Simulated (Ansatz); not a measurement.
**SnTeO$_{3}$ (space group R3c, No. 161; a hypothetical phase, not in the database extracts checked)**

SnTeO₃ is modelled in the trigonal space group R3c, hexagonal axes (No. 161), Pearson symbol hR10. Lattice parameters: a = b = 6.5308 Å, c = 14.2223 Å, α = β = 90.00°, γ = 120.00°. Sn on 6a sees 6 O at 2.485–2.570 Å. Te on 6a has 3 O at 1.930 Å (trigonal pyramidal). O on 18b has 1 Te at 1.930 Å and 2 Sn at 2.485–2.570 Å (trigonal pyramidal). (Neighbours: up to the widest gap in distance over summed covalent radii, below 1.35, at either atom; cation-cation and far metal-metal contacts left out.)
(The calculation used a cell of 10 atoms; values per cell refer to that cell.)

Computed with Ansatz (an electronic-structure program), PBE, PAW, cutoff 420 eV, no SOC. k-mesh 6×6×6 (Γ-centred); smearing 0.05 eV (Fermi–Dirac).

| Quantity | Result |
|---|---|
| Volume per atom | 17.51 Å³ |
| Density | 5.58 g/cm³ |
| Band gap | 2.45 eV, indirect, Γ → S₂ |
| Total energy | -2940.811 eV/atom (σ→0; compares only within this code and set-up) |

With Te present, leaving out spin-orbit coupling can change the band edges. Gaps are Kohn–Sham eigenvalue differences; semilocal functionals usually give less than the measured gap. No phonon test of stability was made.
